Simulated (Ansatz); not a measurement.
The starting structures come from a database of crystals and need not be the phases stable at ambient conditions.

The decay constant κ of evanescent states in the gap governs leakage through a thin film.

Input:

```xyz
10
Lattice="6.1922 0.0000 0.0000 -3.0961 5.3626 0.0000 3.0961 1.7875 5.0559" Properties=species:S:1:pos:R:3 pbc="T T T"
K      0.0000     3.5751     2.5280
Rb     3.0961     1.7875     1.2640
Rb     3.0961     5.3626     3.7919
Ga     0.0000     0.0000     0.0000
F      0.0000     5.6017     3.9610
F      0.0000     1.5484     1.0949
F     -1.7551     4.5884     1.0949
F      1.7551     2.5618     3.9610
F      4.4371     2.5618     3.9610
F      1.7551     4.5884     1.0949
```

Space group of this cell: Fm-3m. The cell is taken as given.

Transport runs along the normal of the first two printed cell vectors, the (111) plane of the conventional cell.

No gap correction and no spin-orbit coupling; mid-gap values are interpolated between computed energies.

Task: Estimate the band gap and the smallest decay constant κ at mid-gap that Ansatz (a quantum-chemistry and plane-wave program) with r2SCAN returns for this system.

Result: Gap 7.17 eV on a 8×8×8 mesh; κ = 0.531 1/Å, at the zone centre.
